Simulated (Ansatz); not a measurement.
System: TlBr (model structure, within 0.1 Å of P6₃/mmc, No. 194, 4 atoms in the cell). Method: LDA (PAW; Ansatz, an electronic-structure program).

Settings: plane-wave cutoff 520 eV, 6×6×4 k mesh (along the axes of the cell as run), Fermi–Dirac smearing 0.01 eV, scalar-relativistic PAW data made under PBE.

Cell (relaxed at this level):

```cif
data_Br2Tl2
_chemical_formula_sum 'Tl2 Br2'
_space_group_name_H-M_alt 'P63/mmc'
_space_group_IT_number 194
_space_group_name_Hall '-P 6c 2c'
_cell_length_a 5.42722
_cell_length_b 5.42722
_cell_length_c 6.40565
_cell_angle_alpha 90.000
_cell_angle_beta 90.000
_cell_angle_gamma 120.000
loop_
_atom_site_label
_atom_site_type_symbol
_atom_site_symmetry_multiplicity
_atom_site_Wyckoff_symbol
_atom_site_fract_x
_atom_site_fract_y
_atom_site_fract_z
_atom_site_occupancy
Tl1 Tl 2 c 0.33333 0.66667 0.25000 1
Br1 Br 2 d 0.66667 0.33333 0.25000 1
```

**Question.** Estimate the band gap and Γ–Γ gap that the calculation returns.

**Answer.** 
band gap: 2.60 eV
Γ–Γ gap: 5.58 eV

Spin–orbit coupling is not included; with these elements it can move the gap by several tenths of an eV or more.

Computed values are for the static lattice.

It cost around 20 core-seconds (rough) of CPU time.

A model structure was made by putting elements into a prototype or built by hand; it is no filed structure, need not be a known phase, and can be a saddle point held by its symmetry.
